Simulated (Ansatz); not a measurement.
Response to strain in PtSe2

Start from PtSe2 in the CdI2 type structure (space group P-3m1, No. 164; layered; relaxed with 0.1 eV smearing).

```yaml
crystal:
  lattice:
    - [3.77223, 0.00000, 0.00000]
    - [-1.88611, 3.26684, 0.00000]
    - [0.00000, 0.00000, 4.82115]
  atoms:
    - { symbol: Pt, position: [0.00000, 0.00000, 0.00000] }
    - { symbol: Se, position: [0.33333, 0.66667, 0.26550] }
    - { symbol: Se, position: [0.66667, 0.33333, 0.73450] }
```

Cartesian axes are those of the cell as printed.

Strains are applied to the cell and any free atomic positions relax; under biaxial strain the out-of-plane vector relaxes too.

Method: PBE-D3(BJ) (Ansatz, a first-principles code, PAW, scalar-relativistic without spin-orbit coupling).

```tsv
biaxial strain, plane normal [001], relaxed out of plane (%)	out-of-plane strain (%)
-3	4.58
-2.5	3.73
-2	2.92
-1.5	2.15
-1	1.41
-0.5	?
0	0.00
```

Problem. Fit ε⊥ = −νε + γε² (strains in %) to the rows shown and predict the withheld row.

Solution. Least squares on the printed values gives ν = 1.34 (the biaxial Poisson response) and γ = 0.062 (largest residual 0.01 %); this predicts 0.69 %, and the run gives 0.69 %, in agreement.

Stability against distortions was not tested. The final runs are not spin-polarised.
